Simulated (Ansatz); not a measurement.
Consider Y-vacancy pair (Y on one host Zr site, one O site vacant) in monoclinic ZrO2, charge state +1. Calculation: PBE, PAW (plane waves to 420 eV; Ansatz, a quantum-chemistry and plane-wave program).

Cell of 96 host sites held at the relaxed PBE lattice; the Γ point alone; Fermi-Dirac width 0.01 eV, spin-restricted; finite-size errors left in. No zero-point or tunnelling terms. The charge state is imposed; whether it is stable for some Fermi level was not computed. Forms of the defect that were not tried may lie lower. The start lies 0.067 eV above the lowest site run (PBE).

Barriers: single points on a 2×2×2 k-point mesh shifted by half a step at the bands' geometries.

The step: one O atom jumps into the vacancy from a nearby O site (Y-vacancy distance between ideal sites 2.06 → 3.84 Å); the atom moves 2.32 Å along (-0.02, -0.12, -0.42) of the unit cell; the moving atom starts with neighbours O at 2.59, O at 2.65; Zr at 2.07, Zr at 2.08, Zr at 2.25 Å and ends with O at 2.49; Y at 2.22; Zr at 2.06, Zr at 2.08 Å.

Q: What is the computed migration barrier of this step (PBE, PAW)?

A: 0.56 eV forward and 0.38 eV backward. At the saddle the moving atom has neighbours 2 O at 2.64; Y at 2.50; Zr at 2.05, Zr at 2.33 Å. The saddle point's order was not checked.
